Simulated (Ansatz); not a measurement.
What isotropic strain +3.00 % does to SrCl2

Take SrCl₂ in the fluorite structure (space group Fm-3m, No. 225; a = 6.908 Å) as the base.

Now apply this change: an isotropic linear strain of +3.00 %; the atoms relax in the strained cell.

All numbers come from Kohn–Sham DFT with the PBEsol functional, run in Ansatz (an electronic-structure program) with PAW and 420 eV plane waves, no spin-orbit coupling. Settings: 8×8×8 k-points, 0.05 eV Fermi–Dirac smearing.

```tsv
quantity	base	changed	shift
volume per atom	27.47 Å³	30.02 Å³	+2.55 Å³
space group	Fm-3m (No. 225)	Fm-3m (No. 225)	–
shortest interatomic distance	2.991 Å	3.081 Å	+0.090 Å
energy relative to the base (free energy F)	0 meV/atom	+24 meV/atom	+24 meV/atom
pressure	0.00 GPa	-2.76 GPa	-2.76 GPa
band gap	5.25 eV	4.93 eV	-0.32 eV
gap character	indirect, X → Γ	indirect, X → Γ	–
smallest direct gap	5.34 eV	5.25 eV	-0.09 eV
mean gap deformation potential ΔEg/Δln V	–	-3.6 eV	–
width of the top valence band	1.10 eV	0.99 eV	-0.117 eV
electron mass	0.37 mₑ (at Γ)	0.38 mₑ (at Γ)	–
```

Effective masses come from finite differences of ±0.01 Å⁻¹. Whether these cells are dynamically stable was not tested.
